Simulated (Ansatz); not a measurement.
This Ansatz (a program for electronic structure) input is the reference run, CsPbCl3 in the cubic perovskite structure (space group Pm-3m, No. 221), computed with LDA in Ansatz (plane waves to 420 eV, PAW, without spin-orbit coupling):

Ansatz 0.2 input:
```yaml
crystal:
  lattice:
    - [5.5208567344, 0, 0]
    - [0, 5.5208567344, 0]
    - [0, 0, 5.5208567344]
  atoms:
    - { symbol: Cs, position: [0, 0, 0] }
    - { symbol: Pb, position: [0.5, 0.5, 0.5] }
    - { symbol: Cl, position: [0.5, 0, 0.5] }
    - { symbol: Cl, position: [0, 0.5, 0.5] }
    - { symbol: Cl, position: [0.5, 0.5, 0] }
basis: { ecutwfc: 420, ecutrho_ratio: 4, xc_grid: 2, fft_grid_basis: typed }
kpoints: { mp_grid: { grid: [6, 6, 6] } }
hamiltonian:
  xc: lda
  dispersion: none
  pseudopotentials: { kind: paw }
scf: { occupations: { method: fermi_dirac, width: 0.05 }, convergence: { dr2_threshold: 0.0000000005 } }
output: { forces: true, stress: true }
checkpoint: { write: state.ck, write_every: 1000 }
```

Q: Write the input for this change: tensile biaxial strain of 0.60 % in the plane normal to [001], as in epitaxy on a mismatched substrate; the out-of-plane cell vector and the atoms relax.

A: 
Ansatz 0.2 input:
```yaml
crystal:
  lattice:
    - [5.5539818748, 0, 0]
    - [0, 5.5539818748, 0]
    - [0, 0, 5.5042941642]
  atoms:
    - { symbol: Cs, position: [0, 0, 0] }
    - { symbol: Pb, position: [0.5, 0.5, 0.5] }
    - { symbol: Cl, position: [0.5, 0, 0.5] }
    - { symbol: Cl, position: [0, 0.5, 0.5] }
    - { symbol: Cl, position: [0.5, 0.5, 0] }
basis: { ecutwfc: 420, ecutrho_ratio: 4, xc_grid: 2, fft_grid_basis: typed }
kpoints: { mp_grid: { grid: [6, 6, 6] } }
hamiltonian:
  xc: lda
  dispersion: none
  pseudopotentials: { kind: paw }
scf: { occupations: { method: fermi_dirac, width: 0.05 } }
relax: { f_tol: 0.005, max_steps: 50, cell: { stress_tol: 0.01, fix: [a, b, gamma] } }
output: { forces: true, stress: true }
checkpoint: { write: state.ck, write_every: 1000 }
```
This is the input that was run; other choices of cell and start would serve too.

Stability against distortions was not tested. Many cubic perovskites are stable only at high temperature; tilts and polar distortions were not tested. This is not the structure that CsPbCl3 has at room temperature and ambient pressure.
